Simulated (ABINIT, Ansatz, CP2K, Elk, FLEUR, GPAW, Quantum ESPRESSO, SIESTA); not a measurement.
# Code comparison for AlN (F-43m, 2 atoms in the cell)

Self-consistent single point.

```yaml
crystal:
  lattice:
    - [0.00000, 2.19382, 2.19382]
    - [2.19382, 0.00000, 2.19382]
    - [2.19382, 2.19382, 0.00000]
  atoms:
    - { symbol: Al, position: [0.00000, 0.00000, 0.00000] }
    - { symbol: N, position: [0.75000, 0.75000, 0.75000] }
```

All programs got the same cell, k-point mesh and kind of occupations (in Ansatz's words: kpoints.mp_grid.grid = 9 9 9; scf.occupations.method = fermi_dirac; scf.occupations.width = 0.0037 Ry); potentials, basis and cutoffs are each program's usual ones.

```tsv
code	model	pressure (GPa)	gap on the mesh (eV)	k-points	cutoff
Ansatz	PBE, PAW files	1.75	3.498	35	30.9 Ry
CP2K	PBE, GPW, DZVP-MOLOPT-SR-GTH basis, GTH-PBE potentials (GTH_POTENTIALS)	1.58	3.505	365	grid 400 Ry
GPAW	PBE, GPAW PAW datasets PBE (gpaw-data 1.0.1)	–	3.483	35	950 eV
Quantum ESPRESSO	PBE, PseudoDojo standard norm-conserving (PBE) pseudopotentials	1.73	3.498	35	85 Ry
FLEUR	PBE, all-electron FLAPW (FLEUR), scalar-relativistic valence	–	3.509	55	Kmax 4.5 1/bohr
SIESTA	GGA PBE, numerical atomic orbitals DZP, PseudoDojo PBE standard norm-conserving potentials (rewritten from UPF to PSML)	3.70	3.483	365	grid 350 Ry
Elk	PBE, all-electron FP-LAPW, Elk's shipped species files, default APW+lo basis	–	3.461	55	rgkmax 7
ABINIT	PBE, PAW (JTH v2.0 PBE PAW)	2.49	3.475	35	26 Ha
```

A dash marks a value that a program does not give, or that is left out as unsure.

Gaps are read on the mesh. Another mesh or the band path gives a smaller gap, so these values are not converged in the mesh.

The spread over the programs that give each value: pressure within 2.12 GPa; gap on the mesh within 0.048 eV.

The starting cell comes from a database of computed structures (which also holds hypothetical and non-ambient phases and stackings), without a prior relaxation at this level. Its lattice was rescaled by a random factor within 2.5 % of one. On Ansatz's run: Another mesh or the band path of this cell gives a smaller gap, so this value is not converged in the mesh.

Why do the programs differ, and what cannot be compared?

Differences of this kind can come from the potentials, where these differ, and from what each basis and cutoff leave unconverged. The zero of total energies and Fermi levels follows the potentials and each program's conventions, so they are not compared here. CP2K and SIESTA use small atom-centred bases, whose incompleteness enters pressures, forces and empty levels differently from a plane-wave cutoff. FLEUR and Elk treat all electrons, but the usual bases taken here (sphere radii, linearisation, local orbitals, empty states) were not tested for convergence, so the values are no reference for the others. Ansatz's pressure is given at a fixed set of plane waves, as the other plane-wave codes print theirs; with its correction for the finite basis it is 2.00 GPa (the shift of 0.26 GPa shows how far the cutoff is from converged). Ansatz's smearing width was typed in Ry to four decimals, so it matches the others to a few per cent. The pressure of GPAW is left out: its cutoff lies under the one at which its stress was checked. The programs reduce the same mesh by symmetry to different extents, which changes the work and not the result. In the pressure, SIESTA (by 1.95) lies more than 1 GPa from the median of the plane-wave programs.

Ansatz is a first-principles code.

Keys are those of Ansatz 0.2.
